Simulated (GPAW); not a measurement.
**Input and output of a self-consistent single point for Mo (Im-3m, 1 atom in the cell) (GPAW)**

Method: PBE, GPAW PAW datasets PBE (gpaw-data 1.0.1) (plane waves; GPAW 25.7.0).

The input file:

```python
from ase import Atoms
from ase.units import GPa
from gpaw import GPAW, PW

atoms = Atoms(['Mo'],
              cell=[[-1.567972, 1.567972, 1.567972],
                    [1.567972, -1.567972, 1.567972],
                    [1.567972, 1.567972, -1.567972]],
              scaled_positions=[[0.000000, 0.000000, 0.000000]],
              pbc=True)

calc = GPAW(mode=PW(550),
            xc='PBE',
            kpts=(15, 15, 15),
            occupations={'name': 'methfessel-paxton', 'width': 0.05, 'order': 0},
            nbands=-7,
            convergence={'density': 1e-05, 'energy': 1e-05},
            symmetry={'symmorphic': False, 'tolerance': 0.0005},
            maxiter=100)

atoms.calc = calc

energy = atoms.get_potential_energy()
print('Energy (eV):', round(energy, 6))
forces = atoms.get_forces()
print('Forces (eV/Ang):')
print(forces.round(5))
stress = atoms.get_stress()
print('Stress (GPa, Voigt):', (stress / GPa).round(4))
```

Output (repeated stretches shortened):

```
Input parameters:
  convergence: {density: 1e-05,
                energy: 1e-05}
  kpts: [15 15 15]
  maxiter: 100
  mode: {ecut: 550.0,
         name: pw}
  nbands: -7
  occupations: {name: methfessel-paxton,
                order: 0,
                width: 0.05}
  symmetry: {symmorphic: False,
             tolerance: 0.0005}
  xc: PBE

species:
  Mo:
    name: Molybdenum
    Z: 42.0
    valence: 14
    core: 28
    charge: 0.0
    file: Mo.PBE.gz

    # Using partial waves for Mo as LCAO basis

Reference energy: -110134.072632  # eV

Spin-paired calculation

Convergence criteria:
 Maximum [total energy] change in last 3 cyles: 1e-05 eV / valence electron
 Maximum integral of absolute [dens]ity change: 1e-05 electrons / valence electron
 Maximum integral of absolute [eigenst]ate change: 4e-08 eV^2 / valence electron
 Maximum number of scf [iter]ations: 100

Symmetries present (total): 48
Symmetries with fractional translations: 0
3375 k-points: 15 x 15 x 15 Monkhorst-Pack grid
120 k-points in the irreducible part of the Brillouin zone
       k-points in crystal coordinates                weights
   0:     0.00000000    0.00000000    0.00000000          1/3375
   1:     0.06666667    0.00000000    0.00000000         12/3375
   2:     0.06666667    0.06666667   -0.06666667          6/3375
   [... 7 lines left out ...]
          ...
 119:     0.46666667    0.46666667    0.46666667          8/3375

Wave functions: Plane wave expansion
  Cutoff energy: 550.000 eV
  Number of coefficients (min, max): 429, 466
  Pulay-stress correction: 0.000000 eV/Ang^3 (de/decut=0.000000)

Occupation numbers: Methfessel-Paxton:
  width: 0.0500  # eV
  order: 0

Eigensolver

Densities:
  Coarse grid: 15*15*15 grid
  Fine grid: 30*30*30 grid
  Total Charge: 0.000000

Density mixing:
  Method: separate
  Backend: pulay
  Linear mixing parameter: 0.05
  old densities: 5
  Damping of long wavelength oscillations: 50

Hamiltonian:
  XC and Coulomb potentials evaluated on a 30*30*30 grid
  External potential:
    NoExternalPotential

XC parameters: PBE with 2 nearest neighbor stencil

Number of atoms: 1
Number of atomic orbitals: 13
Number of bands in calculation: 14
Number of valence electrons: 14
Bands to converge: occupied

Density initialized from atomic densities
  13 bands from LCAO basis set
  1 band from random numbers

Atomic positions and initial magnetic moments

Positions:
   0 Mo     0.000000    0.000000    0.000000    ( 0.0000,  0.0000,  0.0000)

Unit cell:
           periodic     x           y           z      points  spacing
  1. axis:    yes   -1.567972    1.567972    1.567972    15     0.1478
  2. axis:    yes    1.567972   -1.567972    1.567972    15     0.1478
  3. axis:    yes    1.567972    1.567972   -1.567972    15     0.1478

  Lengths:   2.715807   2.715807   2.715807
  Angles:  109.471221 109.471221 109.471221

Effective grid spacing dv^(1/3) = 0.1659

     iter     time        total  log10-change:
                         energy   eigst   dens
iter:   1 --:--:--   -12.099989
iter:   2 --:--:--   -11.973727   -0.88  -1.17
iter:   3 --:--:--   -11.253965   -1.03  -1.21
iter:   4 --:--:--   -11.273237   -2.49  -1.92
iter:   5 --:--:--   -11.381006   -1.80  -1.96
iter:   6 --:--:--   -11.252062   -2.20  -1.75
iter:   7 --:--:--   -11.254871   -4.31  -2.85
iter:   8 --:--:--   -11.251928   -4.11  -2.53
iter:   9 --:--:--   -11.251439   -4.41  -2.96
iter:  10 --:--:--   -11.251439   -6.49  -3.95
iter:  11 --:--:--   -11.251446c  -6.76  -3.96
iter:  12 --:--:--   -11.251437c  -6.21  -3.72
iter:  13 --:--:--   -11.251437c  -8.10c -4.97
iter:  14 --:--:--   -11.251437c  -7.53c -5.04c

Converged after 14 iterations.

Dipole moment: (0.000000, 0.000000, -0.000000) |e|*Ang

Energy contributions relative to reference atoms: (reference = -110134.072632)

Kinetic:        -10.818916
Potential:       +5.592174
External:        +0.000000
XC:              -5.761999
Entropy (-ST):   -0.001013
Local:           -0.262190
SIC:             +0.000000
--------------------------
Free energy:    -11.251943
Extrapolated:   -11.251437

Showing only first 2 kpts
 Kpt  Band  Eigenvalues  Occupancy
  0     5     12.38292    2.00000
  0     6     12.38292    2.00000
  0     7     12.38292    2.00000
  0     8     15.39911    0.00000

  1     5     12.27176    2.00000
  1     6     12.36409    2.00000
  1     7     12.56807    2.00000
  1     8     15.23659    0.00000

Fermi level: 13.68819

No gap
No difference between direct/indirect transitions
Energy (eV): -11.251437

Forces in eV/Ang:
  0 Mo   -0.00000   -0.00000    0.00000

Stress tensor:
    -0.038414    -0.000000    -0.000000
    -0.000000    -0.038414     0.000000
    -0.000000     0.000000    -0.038414
Stress (GPa, Voigt): [-6.1547 -6.1547 -6.1547  0.     -0.     -0.    ]
```

The run converged in 14 iterations. GPAW prints stress with tension positive.

The starting cell comes from a database of computed structures (which also holds hypothetical and non-ambient phases and stackings), without a prior relaxation at this level. Its lattice was rescaled by a random factor within 2.5 % of one. Spin polarisation is off. With a pressure of about 6 GPa the cell is away from its equilibrium volume at this level.
